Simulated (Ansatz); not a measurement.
TiAs (P6₃/mmc, No. 194): Voigt–Reuss–Hill shear modulus by level of theory

No measured value is used here.

| level (code) | value (GPa) | cell (Å³/atom) |
|---|---|---|
| LDA (Ansatz) | 82.4 | 16.32 |
| PBEsol (Ansatz) | … | 16.76 |
| r²SCAN (Ansatz) | 78.9 | 17.27 |

Problem. Some entries are withheld; supply them.

Solution. 
- PBEsol (Ansatz, an electronic-structure program), value (GPa): 77.4

The crystal itself was run without spin with r²SCAN; a magnetic state was not tried in these runs. Each level is taken at its own relaxed cell. Cutoffs differ between the levels. Ansatz's density-functional and Hartree–Fock values are scalar-relativistic unless marked +SOC, with PAW data made under PBE.
